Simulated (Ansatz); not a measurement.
Functionals compared on a constructed model of the (0001) surface of hcp Mg, a pseudomorphic layer of Ge in the host's stacking (bottom of the slab: a bare face, its two planes held), in Ansatz (plane waves, PAW). The structure was relaxed with PBE; the other rows are single points on it. Cutoff 420 eV (500 eV for r2SCAN).

Model: 7-atom slab, 15.0 Å thick at the start, 13x13x1 mesh, Fermi-Dirac 0.1 eV, dipole correction, 2 atoms held, the rest relaxed; start symmetry kept, larger cells not searched; no spin, no spin-orbit, no U. It is one candidate, not shown to be the stable structure of the face. These notes are the PBE run's.

```tsv
functional	work function of the top face (eV)	rough cost of the single point
PBE	4.57	–
RPBE	4.47	about 6 core-seconds (a rough figure)
r2SCAN	(withheld)	very roughly 15 core-seconds
```

Problem. Complete the blanks.

Solution. 
- r2SCAN, work function of the top face (eV): 4.76

Ansatz is an electronic-structure program.
